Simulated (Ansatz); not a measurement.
Base system: Hf in the hcp (Mg type) structure (space group P6_3/mmc, No. 194).

```
Hf
1.0
    3.19791     0.00000     0.00000
   -1.59896     2.76947     0.00000
    0.00000     0.00000     5.04735
Hf
2
Direct
  0.33333   0.66667   0.75000
  0.66667   0.33333   0.25000
```

Cartesian axes are those of the cell as printed.

Calculations: plane-wave PAW DFT at the r2SCAN level (Ansatz, a first-principles code, 500 eV), without spin-orbit coupling.

Strains are applied to the cell and any free atomic positions relax.

One change was made to it. Results:

```json
[
 {"quantity": "energy relative to the base (free energy F)", "base": "0 meV/atom", "after": "+1.1 meV/atom"},
 {"quantity": "band gap", "base": "zero", "after": "zero"}
]
```

**Question.** Which change produced these results?
A. tensor shear ε_xy = −1.96 %
B. uniaxial strain ε_xx = +0.91 %
C. uniaxial strain ε_zz = +3.59 %
D. isotropic strain −1.32 %

**Answer.** B, uniaxial strain ε_xx = +0.91 %. For comparison, the energy relative to the base in the other runs: tensor shear ε_xy = −1.96 % gives +6.5 meV/atom; isotropic strain −1.32 % gives +12 meV/atom; uniaxial strain ε_zz = +3.59 % gives +18 meV/atom.

Without a gap, meshes like the base's 17×17×9 leave anisotropic stresses uncertain by several tenths of a GPa, and small strain energies with them. No phonon test of stability was made. The final runs are not spin-polarised.
